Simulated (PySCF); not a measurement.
PySCF 2.14.0, HF/def2-svp, df: Mo(S)2(F)(Br) ([F][Mo](=[S])(=[S])[Br]), 5 atoms. The geometry is a generated start, not checked to be a minimum at this level.

```json
{
 "task": "energy",
 "method": "hf",
 "basis": "def2-svp",
 "two_electron_scheme": "density fitting",
 "mol.max_memory": "3000 MB",
 "mf.max_cycle": "100",
 "mf.conv_tol": "1e-09 (default)",
 "effective_core_potentials": "those of the basis set, past Kr",
 "basis_functions": "113"
}
```

```xyz
5

Mo    -0.0681    -0.0822     0.0601
S      1.1309    -1.1383    -1.3719
S      1.2709     0.8247     1.4699
F     -1.1246    -1.2403     0.9135
Br    -1.2090     1.6361    -1.0715
```

Charge 0 and multiplicity 1 are set for this test and not shown to be the ground state.

With the defaults (mf.DIIS = CDIIS, mf.diis = true, mf.diis_space = 8, mf.init_guess = minao, mf.level_shift = 0, mf.damp = 0, mf.diis_start_cycle = 1) it converges in 18 Fock builds. One run each on 2 threads, 1 BLAS thread, with these changes:
- mf.level_shift = 0.3 Hartree
- mf.damp = 0.7, mf.diis_start_cycle = 8
- mf.init_guess = huckel
- mf.init_guess = atom
- mf.diis = false
- mf.level_shift = 1 Hartree
- mf.diis_space = 12
- mf.DIIS = EDIIS
- mf.init_guess = 1e

### Question
Name the settings that don't reach the solution of the defaults.

### Answer
No convergence: mf.DIIS = EDIIS; mf.diis = false (the run ends without SCF convergence in 100 cycles). The rest reach the solution of the defaults.

```tsv
setting	Fock builds	end
mf.diis_space = 12	17	same solution
the defaults	18	same solution
mf.init_guess = atom	18	same solution
mf.init_guess = huckel	21	same solution
mf.damp = 0.7, mf.diis_start_cycle = 8	22	same solution
mf.level_shift = 0.3 Hartree	25	same solution
mf.init_guess = 1e	26	same solution
mf.level_shift = 1 Hartree	39	same solution
mf.DIIS = EDIIS	101	no convergence
mf.diis = false	101	no convergence
```
